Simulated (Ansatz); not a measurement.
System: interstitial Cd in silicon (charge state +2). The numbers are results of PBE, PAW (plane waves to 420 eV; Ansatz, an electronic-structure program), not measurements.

Settings: 64 host sites, the relaxed PBE lattice, a 2×2×2 k-point mesh shifted by half a step, smearing 0.01 eV, spin-restricted, no image-charge correction. No zero-point or tunnelling terms. The charge state is imposed; whether it is stable for some Fermi level was not computed. Sites that were not tried may lie lower.

The step: one Cd atom jumps by itself. Atoms about the jump, Cartesian Å from the middle of the jump, before and after:

```tsv
atom	x0	y0	z0	x1	y1	z1
Cd1	-0.68	0.68	0.68	0.68	-0.68	-0.68
Si2	-0.68	-2.13	0.68	-0.79	-2.15	0.79
Si3	0.79	-0.79	2.15	0.68	-0.68	2.13
Si4	-2.15	-0.79	-0.79	-2.13	-0.68	-0.68
Si5	-0.68	0.68	-2.13	-0.79	0.79	-2.15
Si6	2.13	0.68	0.68	2.15	0.79	0.79
Si7	0.79	2.15	-0.79	0.68	2.13	-0.68
```

Problem. Where do these atoms stand at the saddle point, and how high is it?

Solution. 
| atom | x | y | z |
|---|---|---|---|
| Cd1 | 0.00 | 0.00 | 0.00 |
| Si2 | -0.78 | -2.26 | 0.77 |
| Si3 | 0.78 | -0.77 | 2.26 |
| Si4 | -2.26 | -0.77 | -0.78 |
| Si5 | -0.78 | 0.77 | -2.26 |
| Si6 | 2.26 | 0.78 | 0.78 |
| Si7 | 0.77 | 2.26 | -0.77 |
It lies 0.59 eV above the start and 0.59 eV above the end. The saddle point's order was not checked, and it lies on a symmetry element of the cell, where a band can be held.
